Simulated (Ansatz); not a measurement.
## W, pressure series

Consider W (space group Pm-3n, No. 223; a = 5.033 Å).

Cell and atoms are relaxed at each pressure.

Method: PBEsol, PAW, 420 eV (Ansatz, an electronic-structure program; scalar-relativistic without spin-orbit coupling).

Notes on the quantities. enthalpy: H = E + PV relative to the base's energy.

```tsv
case	enthalpy	shortest interatomic distance
base	–	2.517 Å
pressure −1 GPa	-0.10 eV/atom	2.519 Å
pressure 0.3 GPa	+0.03 eV/atom	2.516 Å
pressure 0.7 GPa	+0.07 eV/atom	2.515 Å
pressure 1.5 GPa	+0.15 eV/atom	2.513 Å
pressure 3 GPa	+0.30 eV/atom	…
pressure 5 GPa	+0.49 eV/atom	2.504 Å
pressure 7.5 GPa	+0.74 eV/atom	2.498 Å
pressure 10 GPa	+0.98 eV/atom	2.492 Å
```

Question: What belongs in the blanks?

Answer: 
- pressure 3 GPa, shortest interatomic distance: 2.509 Å

Load acts through the strain it causes; cell and atoms are relaxed under it. Stability against distortions was not tested. Competing high-pressure phases were not computed. The final runs are not spin-polarised. This is not the structure that W has at room temperature and ambient pressure.
